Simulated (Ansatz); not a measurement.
Base system: CdSe in the wurtzite structure (space group P6_3mc, No. 186; a = 4.3827 Å, c = 7.1545 Å).

The values are results of DFT with PBE, PAW potentials and a 420 eV plane-wave cutoff in Ansatz (a first-principles code), without spin-orbit coupling, not measurements.

Base values:

```
Item        Value
--------  -------
Band gap  0.54 eV
```

The change: hydrostatic tension (pressure −1 GPa).

Question: Estimate the effect on the band gap.

Answer: The band gap drops by 0.05 eV, from 0.54 eV to 0.49 eV.

Question: What does the calculation give for the electron mass after the change?

Answer: The electron mass is 0.053 mₑ (at Γ).

Load acts through the strain it causes; cell and atoms are relaxed under it. Effective masses come from finite differences of ±0.01 Å⁻¹. Stability against distortions was not tested.
